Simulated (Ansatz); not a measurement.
# A computed series for BeTe: pressure series

The reference is BeTe in the zinc blende structure (space group F-43m, No. 216; a = 5.6568 Å).

Cell and atoms are relaxed at each pressure.

The values are results of r2SCAN (Ansatz, a first-principles code; PAW; 500 eV plane waves; without spin-orbit coupling), not measurements.

```json
[
 {"P (GPa)": "-2.01", "V (Å³/atom)": "23.469"},
 {"P (GPa)": "-1.01", "V (Å³/atom)": "23.032"},
 {"P (GPa)": "0.89", "V (Å³/atom)": "22.303"},
 {"P (GPa)": "2.08", "V (Å³/atom)": "21.898"},
 {"P (GPa)": "4.50", "V (Å³/atom)": "21.174"},
 {"P (GPa)": "8.99", "V (Å³/atom)": "20.074"},
 {"P (GPa)": "15.00", "V (Å³/atom)": "18.933"},
 {"P (GPa)": "22.49", "V (Å³/atom)": "17.835"},
 {"P (GPa)": "29.98", "V (Å³/atom)": "16.967"}
]
```

**Question.** Fit a third-order Birch–Murnaghan equation of state.

**Answer.** Least squares on P(V) = (3B₀/2)[(V₀/V)^(7/3) − (V₀/V)^(5/3)]·[1 + (3/4)(B₀′ − 4)((V₀/V)^(2/3) − 1)] gives V₀ = 22.63 Å³/atom, B₀ = 59 GPa and B₀′ = 3.9.

Measured bulk modulus of BeTe: 67 GPa (room temperature; as listed in Elmahjoubi et al., arXiv (2023)); the computed value is for a static lattice, so the two differ by thermal effects too.

Between the base and pressure 4.5 GPa the gap moves from 2.37 eV to 2.21 eV, a mean slope of -37 meV/GPa.

With Te present, leaving out spin-orbit coupling can change the band edges. Load acts through the strain it causes; cell and atoms are relaxed under it. Whether these cells are dynamically stable was not tested. No other phases were tried under pressure.
